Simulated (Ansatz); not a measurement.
The parent structure is MgO in the rock salt structure (space group Fm-3m, No. 225; a = 4.159 Å). Axes: x, y, z lie along the cube axes.

All numbers come from Ansatz (an electronic-structure program) LDA, scalar-relativistic without spin-orbit coupling.

Now apply this change: tensor shear ε_xy = +1.71 % (engineering shear γ = 0.0342), atoms relaxed at fixed cell.

**Question.** Predict the stress tensor and what it implies for the stiffness.

**Answer.** Stress of the strained cell less that of the base (GPa, compression positive):
```
   0.15   -5.25    0.00
  -5.25    0.15    0.00
   0.00    0.00   -0.11
```

Then −Δσ/γ with γ = 2ε = 0.0342 gives secant stiffness values (nonlinear terms included at this strain): C66 ≈ 153 GPa.

As a check, the harmonic strain energy −½ V₀ Δσ:ε is 5.0 meV/atom; the computed energy rise is 5.1 meV/atom.

Whether these cells are dynamically stable was not tested.
